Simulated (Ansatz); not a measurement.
Quartz-high SiO2 (high-temperature phase), treated with r²SCAN+rVV10 (Ansatz, a first-principles code, plane waves, PAW).

Run with plane-wave cutoff 500 eV, 12×12×8 k mesh (along the axes of the cell as run), Fermi–Dirac smearing 0.05 eV, scalar-relativistic PAW data made under PBE.

Cell (relaxed at this level):

```xyz
9
Lattice="5.0496 0.0000 0.0000 -2.5248 4.3730 0.0000 0.0000 0.0000 5.5352" Properties=species:S:1:pos:R:3 pbc="T T T"
Si    -1.2624     2.1865     1.8451
Si     2.5248     0.0000     0.0000
Si     1.2624     2.1865     3.6902
O      0.9521     3.4650     4.6127
O      2.5248     2.5570     2.7676
O     -0.9521     3.4650     0.9225
O      1.5727     0.9080     4.6127
O      0.0000     1.8160     2.7676
O      3.4768     0.9080     0.9225
```

**Question.** Predict the band gap.

**Answer.** 
band gap: 6.20 eV (on the SCF k mesh)

Note: symmetry holds this phase in the static calculation, where it need not be a minimum; held by symmetry at 0 K, a high-temperature phase can be a saddle point.
